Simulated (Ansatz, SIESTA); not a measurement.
# One structure in several programs: LaC₂ (P1, 3 atoms in the cell)

Self-consistent single point, at a second geometry (atoms moved at random). First geometry:

```yaml
crystal:
  lattice:
    - [-1.97717, 1.97717, 3.28824]
    - [1.97717, -1.97717, 3.28824]
    - [1.97717, 1.97717, -3.28824]
  atoms:
    - { symbol: La, position: [0.00000, 0.00000, 0.00000] }
    - { symbol: C, position: [0.40186, 0.40186, 0.00000] }
    - { symbol: C, position: [0.59814, 0.59814, 0.00000] }
```

Second geometry:
```xyz
3
Lattice="-1.9772 1.9772 3.2882 1.9772 -1.9772 3.2882 1.9772 1.9772 -3.2882" Properties=species:S:1:pos:R:3 pbc="T T T"
La    -0.0357     0.0284     0.0160
C      0.0424    -0.0007     2.6139
C     -0.0067    -0.0278     3.9466
```

Shared settings, as Ansatz (a first-principles code) writes them: kpoints.mp_grid.grid = 14 14 14; scf.occupations.method = fermi_dirac; scf.occupations.width = 0.0073 Ry. Potentials and cutoffs stand in the table.

```json
[
 {"code": "Ansatz", "model": "PBEsol, default PAW files made with PBE", "ΔF from the first geometry (meV/atom)": "19.8", "pressure (GPa)": "-5.90", "largest force (eV/Å)": "2.172", "cutoff": "default"},
 {"code": "SIESTA", "model": "GGA PBEsol, numerical atomic orbitals DZP, PseudoDojo PBEsol standard norm-conserving potentials (rewritten from UPF to PSML)", "ΔF from the first geometry (meV/atom)": "-1.0", "pressure (GPa)": "-2.00", "largest force (eV/Å)": "0.932", "cutoff": "grid 350 Ry"}
]
```

Size of the force on each atom (eV/Å): Sizes of forces hide their directions.

```
code      La1     C2     C3
------  -----  -----  -----
Ansatz  0.403  2.172  1.964
SIESTA  0.485  0.932  0.680
```

The spread over the programs that give each value: ΔF from the first geometry within 20.8 meV/atom; pressure within 3.90 GPa; largest force within 1.240 eV/Å.

SIESTA uses small atom-centred bases, whose incompleteness enters pressures, forces and empty levels differently from a plane-wave cutoff. Ansatz's pressure is given at a fixed set of plane waves, as the other plane-wave codes print theirs; with its correction for the finite basis it is -5.71 GPa.

The starting cell comes from a database of computed structures (which also holds hypothetical and non-ambient phases and stackings), without a prior relaxation at this level. Its lattice was rescaled by a random factor within 2.5 % of one. For this run, on top of that: atoms moved at random.

Keys are those of Ansatz 0.2.
